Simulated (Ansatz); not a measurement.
The starting structures come from a database of crystals and need not be the phases stable at ambient conditions.

The decay constant κ of evanescent states in the gap governs leakage through a thin film.

Consider the following.

```
CELL_PARAMETERS angstrom
      5.19373     0.00000     0.03557
      0.00000     7.92905     0.00000
      0.63287     3.96453     4.55910
ATOMIC_POSITIONS crystal
  Sn 0.50000 0.70905 0.00000
  Sn 0.50000 0.29095 0.00000
  Sn 0.99461 0.78730 0.42540
  Sn 0.00539 0.21270 0.57460
  O  0.69391 0.61157 0.77686
  O  0.30609 0.38843 0.22314
  F  0.79982 0.13856 0.34594
  F  0.20018 0.86144 0.65406
  F  0.20018 0.48449 0.65406
  F  0.79982 0.51551 0.34594
```

Space group of this cell: C2/m. The cell was relaxed by PBE-D3(BJ); by PBEsol its mean pressure is -1.9 GPa.

Transport runs along the normal of the first two printed cell vectors.

The gap is the functional's own. No spin-orbit coupling. Mid-gap values are interpolated on the energy grid.

Q: State the band gap and the smallest decay constant κ at mid-gap according to PBEsol run with Ansatz (an electronic-structure program).

A: Gap 2.42 eV on a 6×8×8 mesh; κ = 0.231 1/Å, at (0.167, 0.000) of the in-plane reciprocal vectors. At the zone centre, at the nearest computed energy, the slowest state has κ = 0.32 1/Å.
